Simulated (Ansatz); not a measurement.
The reference is MgO (space group P4_2/mnm, No. 136; a = 5.510 Å, c = 3.276 Å; a hypothetical phase, not in the database extracts checked). Axes: x, y, z lie along a, b, c of the conventional cell.

Modification: the cell is compressed by 0.82 % along z with no lateral relaxation, atoms relaxed at fixed cell.

Levels (all Ansatz, a first-principles code, PAW): PBEsol (420 eV, no SOC); r2SCAN (500 eV, no spin-orbit coupling).

The geometry is relaxed with PBEsol.

| Quantity | Value |
|---|---|
| PBEsol gap character | indirect, M–Γ (86 % along) → Γ |
| PBEsol pressure | 1.10 GPa |
| PBEsol lowest conduction level above the VBM at special points | Γ 3.41 eV; X 5.58 eV; M 6.58 eV; A 7.10 eV |

Q: What does r2SCAN give at this geometry for the gap character, pressure and lowest conduction level above the VBM at special points?

A: The gap character stays indirect, M–Γ (86 % along) → Γ; the pressure falls by 0.85 GPa, from 1.10 GPa to 0.25 GPa; the lowest conduction level above the VBM at special points goes from Γ 3.41 eV; X 5.58 eV; M 6.58 eV; A 7.10 eV to Γ 4.17 eV; X 6.35 eV; M 7.36 eV; A 7.93 eV.

Single points use the geometry relaxed with PBEsol. Their cutoffs differ, which shifts pressures a little. The cells carry an imposed strain or load. Whether these cells are dynamically stable was not tested.
